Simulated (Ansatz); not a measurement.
Consider Ta in the bcc (W type) structure (space group Im-3m, No. 229; a = 3.282 Å; relaxed with 0.1 eV smearing). Axes: x, y, z lie along the cube axes.

Level of theory: plane-wave PAW DFT at the PBEsol level (Ansatz, a quantum-chemistry and plane-wave program, 420 eV), without spin-orbit coupling.

Modification: compressive biaxial strain of 0.83 % in the plane normal to [111], as in epitaxy on a mismatched substrate; the out-of-plane cell vector and the atoms relax.

**Question.** What does the calculation give for the energy relative to the base and out-of-plane strain after the change?

**Answer.** The energy grows by 2.3 meV/atom; the out-of-plane strain is +0.86 %.

Whether these cells are dynamically stable was not tested. The final runs are not spin-polarised.
